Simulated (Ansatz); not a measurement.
Band structure of Mg6SnSb (Amm2, 8 atoms in the cell).

```
CELL_PARAMETERS angstrom
      5.26180     0.00000     0.00000
      0.00000     3.26125     5.50007
      0.00000    -3.26125     5.50007
ATOMIC_POSITIONS crystal
  Mg 0.00000 0.83342 0.33402
  Mg 0.00000 0.33402 0.83342
  Mg 0.50000 0.66685 0.16769
  Mg 0.50000 0.16769 0.66685
  Mg 0.50000 0.66610 0.66610
  Mg 0.50000 0.16636 0.16636
  Sn 0.00000 0.83277 0.83277
  Sb 0.00000 0.33279 0.33279
```

Level of theory: PBEsol, PAW files made with PBE (plane waves; Ansatz, a program for electronic structure).

Settings: basis.ecutwfc = 420 eV; kpoints.mp_grid.grid = 3 3 3; hamiltonian.xc = pbesol; hamiltonian.pseudopotentials = {kind: paw} (the program's default PAW files); scf.occupations.method = fermi_dirac; scf.occupations.width = 0.1 eV; kpoints.band_path.npoints = 8.

The starting cell comes from a database of computed structures (which also holds hypothetical and non-ambient phases and stackings), without a prior relaxation at this level. Spin-orbit coupling is off.

Levels in eV from the Fermi level, bands 42 to 49:
```tsv
point	42	43	44	45	46	47	48	49
Γ	-2.40	-1.97	-0.62	0.79	1.43	1.45	1.70	2.12
X	-1.82	-1.78	-0.91	-0.47	-0.45	0.83	1.65	2.29
S	-1.99	-1.52	-0.90	-0.24	0.06	0.75	0.83	1.12
R	-2.46	-1.21	-0.74	0.45	0.81	1.43	1.65	2.69
A	-1.83	-0.86	-0.83	0.37	1.16	1.18	2.56	3.00
Z	-2.38	-1.77	-1.33	-0.91	-0.91	-0.81	-0.62	2.92
Y	-0.92	-0.84	-0.81	-0.80	-0.78	0.89	0.89	1.19
X1	-1.82	-1.78	-0.91	-0.47	-0.45	0.83	1.65	2.29
A1	-1.83	-0.86	-0.83	0.37	1.16	1.18	2.56	3.00
T	-2.30	-0.91	0.58	1.36	1.42	1.83	2.00	2.38
```

Bands cross the Fermi level along this path, so the cell is metallic at this level.

Keys are those of Ansatz 0.2.
